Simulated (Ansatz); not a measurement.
**Phonons of ZrO$_{2}$ (P4_2/nmc, relaxed from the tetragonal-ZrO2 type) at temperature**

Method: the stochastic self-consistent harmonic approximation in a 2×2×2 supercell, Ansatz (a first-principles code), PBEsol functional, plane-wave PAW. Another polymorph of this substance is known too; which is more stable was not tested here. The cell is fixed at its relaxed static size. Melting and transitions to other phases are not modelled. Frequencies in cm⁻¹ at q = (0.00, 0.50, 0.50) (fractions of the primitive reciprocal vectors), each column in ascending order, rows equal in every column written once; i marks an imaginary mode. The auxiliary (Gaussian) frequencies are positive by construction; the free-energy Hessian decides stability.

```tsv
harmonic	Gaussian 300 K	Hessian 300 K	Gaussian 1000 K	Hessian 1000 K	Gaussian 2000 K	Hessian 2000 K
115	124	119	133	122	139	123
150	153	148	155	145	156	141
254	266	256	280	257	297	263
320	332	321	347	320	363	319
346	357	344	370	339	384	334
447	451	440	460	433	465	422
513	514	504	518	495	518	481
555	558	547	566	537	571	524
660	661	647	663	628	667	612
```

| Quantity | Value |
|---|---|
| pressure at 300 K in this cell | 2.49 ± 0.03 GPa |
| pressure at 1000 K in this cell | 6.24 ± 0.06 GPa |
| pressure at 2000 K in this cell | 11.24 ± 0.10 GPa |
| pressure near 300 K by path-integral sampling of the fitted surface | 2.62 GPa |
| pressure near 1000 K by path-integral sampling of the fitted surface | 6.80 GPa |
| static pressure | 0.00 GPa |

Over all wave vectors of the supercell the softest harmonic mode is 50 cm⁻¹ at q = (0.00, 0.00, 0.50); the softest of the Hessian is 57 cm⁻¹ at q = (0.00, 0.00, 0.50) at 300 K (error 3; the run's verdict: undecided), 66 cm⁻¹ at q = (0.00, 0.00, 0.50) at 1000 K (error 3; the run's verdict: stable), 72 cm⁻¹ at q = (0.00, 0.00, 0.50) at 2000 K (error 5; the run's verdict: stable).
